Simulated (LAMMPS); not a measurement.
An MD run on Ag (fcc), 2048 atoms, at 1300 K and 0 GPa, heated as the crystal.

Computed with classical MD, pair style meam, file library.meam (library.meam-Ag); code LAMMPS.

Predict the state found, the mean frequency of the vibrational (phonon) density of states, the self-diffusion coefficient of Ag (not corrected for cell size), the most common Ag-Ag-Ag angle, the coordination number.

state found: liquid; mean frequency of the vibrational (phonon) density of states: 3.4 THz; self-diffusion coefficient of Ag (not corrected for cell size): (3.5 ± 0.1) × 10^-5 cm²/s; most common Ag-Ag-Ag angle: at the 3° bin centred on 58.5°, after smoothing over three bins (mean of all 98°); coordination number: 9.2 (counted to 3.46 Å).

Caution: the potential MEAM library.meam-Ag is a first-neighbour MEAM set with a 4 Å cutoff, used here without a parameter file and away from the static properties it was fitted to.
